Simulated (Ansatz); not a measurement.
A self-consistent single point of Mo2Rh (Fmm2, 3 atoms in the cell) with Ansatz (a program for electronic structure).

Level of theory: PBEsol, harder PAW files (source: ansatz) made with PBE (plane waves; Ansatz).

The change in words: lattice scaled by 0.98; basis.ecutwfc: 420 eV → 1080 eV; hamiltonian.pseudopotentials: {kind: paw} (the program's default PAW files) → {kind: paw, source: ansatz}. Reference geometry:
```yaml
crystal:
  lattice:
    - [0.00000, 1.96783, 6.19018]
    - [1.86970, 0.00000, 6.19018]
    - [1.86970, 1.96783, 0.00000]
  atoms:
    - { symbol: Mo, position: [0.34462, 0.34462, 0.65538] }
    - { symbol: Mo, position: [0.65942, 0.65942, 0.34058] }
    - { symbol: Rh, position: [0.00000, 0.00000, 0.00000] }
```

Reference input (self-consistent single point, DFT, PBEsol, plane waves, default PAW files made with PBE): basis.ecutwfc = 420 eV; kpoints.mp_grid.grid = 8 8 8; hamiltonian.xc = pbesol; hamiltonian.pseudopotentials = {kind: paw} (the program's default PAW files); scf.occupations.method = gaussian; scf.occupations.width = 0.1 eV. This run's input differs from it in these lines:

Ansatz 0.2 input:
```diff
@@ -3,5 +3,5 @@
   lattice:
-    - [0.00000000, 1.96782900, 6.19017900]
-    - [1.86970400, 0.00000000, 6.19017900]
-    - [1.86970400, 1.96782900, 0.00000000]
+    - [0.00000000, 1.92847200, 6.06637500]
+    - [1.83231000, 0.00000000, 6.06637500]
+    - [1.83231000, 1.92847200, 0.00000000]
   atoms:
@@ -11,3 +11,3 @@
 basis:
-  ecutwfc: 420.0
+  ecutwfc: 1080.0
 kpoints:
@@ -16,3 +16,3 @@
   xc: pbesol
-  pseudopotentials: { kind: paw }
+  pseudopotentials: { kind: paw, source: ansatz }
 scf:
```

Output, abridged:

```
SCF iter   1: F=—  HF=-16138.712611 eV  |F-HF|=—  |Δ(HF+E_count)|=         —  Δρ=1.37e-1  dr2=9.64e0  ethr=3.10e-3  ⟨swp⟩=5.8  Hψ=10345  notcnv=0
all-band conjugate gradients solve this SCF's bands
preconditioner: auto → Kerker (q_TF=auto, 2.750 Å⁻¹)
SCF iter   2: F=—  HF=-16136.946303 eV  |F-HF|=—  |Δ(HF+E_count)|=    1.77e0  Δρ=6.55e-2  dr2=2.06e0  ethr=3.10e-3  ⟨swp⟩=3.0  Hψ=5732  notcnv=0  defer=26
   [... lines left out ...]
SCF iter   5: F=—  HF=-16136.454742 eV  |F-HF|=—  |Δ(HF+E_count)|=   4.10e-4  Δρ=5.54e-4  dr2=2.98e-4  ethr=9.84e-6  ⟨swp⟩=2.1  Hψ=3279  notcnv=0  defer=26
SCF iter   6: F=—  HF=-16136.454685 eV  |F-HF|=—  |Δ(HF+E_count)|=   5.66e-5  Δρ=2.28e-4  dr2=2.36e-5  ethr=6.62e-7  ⟨swp⟩=2.1  Hψ=3419  notcnv=0  defer=26
SCF iter   7: F=—  HF=-16136.454689 eV  |F-HF|=—  |Δ(HF+E_count)|=   3.71e-6  Δρ=3.62e-5  dr2=1.18e-6  ethr=5.24e-8  ⟨swp⟩=2.0  Hψ=4313  notcnv=0  defer=26
SCF iter   8: F=-16136.454689 eV  HF=-16136.454689 eV  |F-HF|=1.16e-8  |Δ(HF+E_count)|=   7.93e-8  Δρ=6.29e-6  dr2=1.97e-8  ethr=2.22e-10  ⟨swp⟩=7.2  Hψ=11506  notcnv=0
SCF 1 converged in 8 iterations: F = -16136.454689 eV  dr2 = 1.97e-8
Free energy (F): -16136.454689 eV
Internal energy: -16136.445606 eV  (E = F + TS)
E sigma→0 (E₀):  -16136.450147 eV
Entropy (-TS):   -0.009083 eV (-3.028 meV/atom)
Fermi energy:    22.572105 eV
--- Forces (eV/Å), atoms counted from 1 ---
  atom   1  Mo     0.00000000     0.00000000    -0.82914513
  atom   2  Mo     0.00000000     0.00000000     0.60500852
  atom   3  Rh     0.00000000     0.00000000     0.22413561
--- Stress (GPa, compression-positive) ---
       11.948454       0.000000       0.000000
        0.000000      10.490132       0.000000
        0.000000       0.000000       7.728795
  P = ⅓ Tr σ = 10.0558 GPa (100.558 kbar)
  The stress holds the Pulay correction. Without it, at fixed plane waves, as pw.x and ABINIT print it: P = 10.0443 GPa
```

The run converged in 8 iterations. Against the reference run the pressure goes from -7.59 to 10.06 GPa and the largest force goes from 0.539 to 0.829 eV/Å.

The starting cell comes from a database of computed structures (which also holds hypothetical and non-ambient phases and stackings), without a prior relaxation at this level. Its lattice was rescaled by up to half a per cent. One atom was moved a little off its site on purpose. For this run, on top of that: lattice scaled by 0.98. Spin polarisation is off. Ansatz's pressure includes its estimate of the finite-basis (Pulay) stress.

Cost on one core of a shared machine: roughly 60 s.
